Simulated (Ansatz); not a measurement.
Levels about the gap of amorphous Si16Al8O44 (68 atoms in a cell of 807 Å³, 2.82 g/cm³; zone centre alone, so wide bands show as single levels with stretches between that a denser mesh fills), at the geometry that PBE relaxed, where it gives 5.4 GPa on a denser mesh. The participation number counts the atoms over which a state spreads; weights are charges in smoothed Voronoi cells. The levels come from a single point, so bond lengths are those of that geometry. Method of the levels: PBE, scalar-relativistic without spin-orbit coupling (Ansatz, a quantum-chemistry and plane-wave program). Sampling: the zone centre alone; Fermi-Dirac width 0.02 eV; no spin polarisation. At PBE the levels at the filled edge of the gap are localised (band-tail or defect states), and the nearest spread-out levels lie 4.8 eV apart at the zone centre.

It comes from a melt-quench run on a machine-learned potential (CHGNet), relaxed afterwards by DFT. O atoms were pushed apart under 1.9 Å during the dynamics, to hinder bonds among them. It is the lowest in DFT energy of 2 quenches. It is a model cell: composition and starting density were chosen by hand, and all elements were melted together. No dispersion term was used. Its density started from a set value of 2.82 and ended at 2.82 g/cm³. The simulated quench (nominally 280 K/ps over its main leg) is rapid and tends to freeze in more defects than a deposited or slowly cooled glass has. One small periodic cell is one sample of the glass; other quenches scatter about these values. The volume was held where the preparation left it, at a PBE pressure of 5.4 GPa. Stress components on the final sampling reach 7.6 GPa.

| E - E(highest filled), eV | filling | participation number | largest on | weight O | weight Si | weight Al |
|---|---|---|---|---|---|---|
| -0.57 | filled | 15.2 | O, 2 neighbours | 0.95 | 0.03 | 0.02 |
| -0.53 | filled | 12.4 | O, 2 neighbours | 0.95 | 0.03 | 0.02 |
| -0.41 | filled | 13.2 | O, 2 neighbours | 0.95 | 0.03 | 0.02 |
| -0.34 | filled | 14.1 | O, 2 neighbours | 0.95 | 0.03 | 0.02 |
| -0.31 | filled | 13.6 | O, 2 neighbours | 0.94 | 0.03 | 0.02 |
| -0.18 | filled | 7.8 | O, 2 neighbours | 0.94 | 0.03 | 0.03 |
| 0.00 | filled | 3.1 | O, 2 neighbours | 0.94 | 0.02 | 0.04 |
| 4.42 | empty | 62.0 | Al, 4 neighbours | 0.66 | 0.18 | 0.16 |
| 6.41 | empty | 32.0 | Al, 4 neighbours | 0.63 | 0.15 | 0.22 |
| 6.52 | empty | 33.6 | Si, 4 neighbours | 0.62 | 0.27 | 0.11 |
| 6.61 | empty | 47.2 | Al, 4 neighbours | 0.65 | 0.18 | 0.17 |

Most localised among these is the filled level at +0.00 eV, on a O atom, which has 2 neighbours (Al 1.71 Å, Al 1.72 Å).
